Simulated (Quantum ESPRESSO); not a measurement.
## Habitual settings against a tight run: LiH (Fm-3m, 2 atoms in the cell)

Self-consistent single point.

```
LiH
1.0
    0.00000     1.99175     1.99175
    1.99175     0.00000     1.99175
    1.99175     1.99175     0.00000
Li H
1 1
Direct
  0.00000   0.00000   0.00000
  0.50000   0.50000   0.50000
```

Method: PBE, SSSP 1.1.2 efficiency (PBE) pseudopotentials (plane waves; Quantum ESPRESSO).

Base settings: ecutwfc = 55 Ry; ecutrho = 440 Ry; occupations = fixed; potentials = {Li: li_pbe_v1.4.uspp.F.UPF, H: H.pbe-rrkjus_psl.1.0.0.UPF}; K_POINTS = automatic 11 11 11 1 1 1; nbnd = 6; conv_thr = 1e-10 Ry.

Tight run (finer mesh or higher cutoff; not a proven limit): ecutwfc: 55 Ry → 77 Ry; ecutrho: 440 Ry → 616 Ry; conv_thr: 1e-10 Ry → 7.3e-11 Ry; K_POINTS: automatic 11 11 11 1 1 1 → automatic 15 15 15 1 1 1. It gave top of the valence band (on the code's own zero) 0.66 eV; gap on the k-point mesh 3.15 eV; pressure 0.65 GPa.

Quick runs, as changes from the base:
- A: the base itself
- B: ecutwfc: 55 Ry → 38 Ry; ecutrho: 440 Ry → 304 Ry; occupations: fixed → smearing; nbnd: 6 → default; K_POINTS: automatic 11 11 11 1 1 1 → automatic 8 8 8 1 1 1; smearing: default → fermi-dirac; degauss: default → 0.019992 Ry
- C: ecutwfc: 55 Ry → 28 Ry; ecutrho: 440 Ry → 224 Ry; K_POINTS: automatic 11 11 11 1 1 1 → automatic 2 2 2 1 1 1
- D: ecutwfc: 55 Ry → 33 Ry; ecutrho: 440 Ry → 264 Ry; conv_thr: 1e-10 Ry → 7.3e-06 Ry; K_POINTS: automatic 11 11 11 1 1 1 → automatic 1 1 1 1 1 1
- E: ecutwfc: 55 Ry → 44 Ry; ecutrho: 440 Ry → 352 Ry; occupations: fixed → smearing; nbnd: 6 → default; K_POINTS: automatic 11 11 11 1 1 1 → automatic 2 2 2 1 1 1; smearing: default → gaussian; degauss: default → 0.019992 Ry
- F: ecutwfc: 55 Ry → 38 Ry; ecutrho: 440 Ry → 304 Ry; K_POINTS: automatic 11 11 11 1 1 1 → automatic 4 4 4 1 1 1

Dashes: gap of E, left out as unsure on this mesh or at this smearing.

Gaps are read on each run's own mesh, which may miss the band edges.

The count of work is k-points × plane waves × bands × iterations; it is no time. 

The starting cell comes from a database of computed structures (which also holds hypothetical and non-ambient phases and stackings), without a prior relaxation at this level. Its lattice was rescaled by a random factor within 2.5 % of one. The shifted mesh does not hold Γ, so a gap read on it misses any band edge there.

```csv
run,energy less tight (meV/atom),pressure less tight (GPa),gap on the mesh less tight (eV),count of work / tight
A,0.2,-0.01,0.148,0.26
B,3.9,-0.31,0.412,0.061
C,-20.4,-4.91,4.110,0.0011
D,-286.8,-13.66,4.521,0.00040
E,-49.9,-1.85,–,0.0021
F,1.0,-0.47,1.739,0.0087
```

Among the runs at the tight run's level, the energy misses run from 0.2 to 286.8 meV/atom.

Left out of this page: 1 run of the series stopped by limits of time or memory.
